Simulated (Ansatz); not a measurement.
What Hf on a Ti site, symmetric start does to TiB2

Consider a 12-atom supercell of TiB2 (space group P6/mmm, No. 191; a = 3.025 Å, c = 3.223 Å) at its relaxed geometry.

The change: a neutral Hf on a Ti site, symmetric start, atoms relaxed at fixed cell.

Level of theory: r2SCAN (Ansatz, a quantum-chemistry and plane-wave program, PAW, no spin-orbit coupling). k-mesh 12×12×12 (Γ-centred); smearing 0.05 eV (Fermi–Dirac).

- Largest displacement of a host atom from its site in the perfect cell: 0.03 Å
- Mean distance from the defect site to its nearest host atoms: 2.40 Å (base 2.38 Å)

In so small a cell the defect repeats every few ångströms: this is an ordered compound, not a dilute defect. The defect started on the symmetric site and kept its symmetry, so it may sit on a saddle. All final runs are without spin polarisation. The defect cell is not spin-polarised.
